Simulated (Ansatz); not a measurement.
Here is the system:

End structure of the (201) surface of tetragonal WSi2 in its 1x1 cell (cut with top plane Si, bottom plane Si), outermost plane spacing 0.26 Å in the ideal cut:

```yaml
crystal:
  lattice:
    - [3.22917, 0.00000, 0.00000]
    - [0.00000, 16.06329, 0.00000]
    - [0.00000, 0.00000, 27.00000]
  atoms:
    - { symbol: Si, position: [0.00000, 0.17122, 0.29492] }
    - { symbol: W, position: [0.50000, 0.73908, 0.31691] }
    - { symbol: Si, position: [0.00000, 0.31633, 0.32011] }
    - { symbol: Si, position: [0.50000, 0.89138, 0.32861] }
    - { symbol: W, position: [0.00000, 0.47297, 0.34509] }
    - { symbol: Si, position: [0.50000, 0.06471, 0.35035] }
    - { symbol: Si, position: [0.00000, 0.63217, 0.35529] }
    - { symbol: W, position: [0.50000, 0.21857, 0.37359] }
    - { symbol: Si, position: [0.00000, 0.79882, 0.37675] }
    - { symbol: Si, position: [0.50000, 0.37602, 0.38666] }
    - { symbol: W, position: [0.00000, 0.95957, 0.39625] }
    - { symbol: Si, position: [0.50000, 0.53833, 0.40574] }
    - { symbol: Si, position: [0.00000, 0.11930, 0.41766] }
    - { symbol: W, position: [0.50000, 0.69784, 0.42672] }
    - { symbol: Si, position: [0.00000, 0.27982, 0.43831] }
    - { symbol: Si, position: [0.50000, 0.85909, 0.44507] }
    - { symbol: W, position: [0.00000, 0.43884, 0.45786] }
    - { symbol: Si, position: [0.50000, 0.01906, 0.46496] }
    - { symbol: Si, position: [0.00000, 0.59840, 0.47485] }
    - { symbol: W, position: [0.50000, 0.17870, 0.48762] }
    - { symbol: Si, position: [0.00000, 0.75841, 0.49410] }
    - { symbol: Si, position: [0.50000, 0.34004, 0.50590] }
    - { symbol: W, position: [0.00000, 0.91975, 0.51238] }
    - { symbol: Si, position: [0.50000, 0.50006, 0.52515] }
    - { symbol: Si, position: [0.00000, 0.07939, 0.53504] }
    - { symbol: W, position: [0.50000, 0.65961, 0.54214] }
    - { symbol: Si, position: [0.00000, 0.23937, 0.55493] }
    - { symbol: Si, position: [0.50000, 0.81863, 0.56169] }
    - { symbol: W, position: [0.00000, 0.40061, 0.57328] }
    - { symbol: Si, position: [0.50000, 0.97916, 0.58234] }
    - { symbol: Si, position: [0.00000, 0.56012, 0.59426] }
    - { symbol: W, position: [0.50000, 0.13888, 0.60375] }
    - { symbol: Si, position: [0.00000, 0.72243, 0.61334] }
    - { symbol: Si, position: [0.50000, 0.29963, 0.62325] }
    - { symbol: W, position: [0.00000, 0.87989, 0.62641] }
    - { symbol: Si, position: [0.50000, 0.46629, 0.64471] }
    - { symbol: Si, position: [0.00000, 0.03374, 0.64965] }
    - { symbol: W, position: [0.50000, 0.62549, 0.65491] }
    - { symbol: Si, position: [0.00000, 0.20708, 0.67139] }
    - { symbol: Si, position: [0.50000, 0.78212, 0.67989] }
    - { symbol: W, position: [0.00000, 0.35937, 0.68309] }
    - { symbol: Si, position: [0.50000, 0.92723, 0.70508] }
```

Set-up: 42 atoms, Si28W14, 10.8 Å thick at the start; mesh 12x3x1; 0.1 eV smearing; dipole correction on; all atoms relaxed; symmetry of the start imposed; no spin, no spin-orbit, no U.

Predict the work function of the top face from PBE (Ansatz, a first-principles code).

4.71 eV

What is the computed surface energy (mean of both faces) (PBE)?

3.00 J/m²
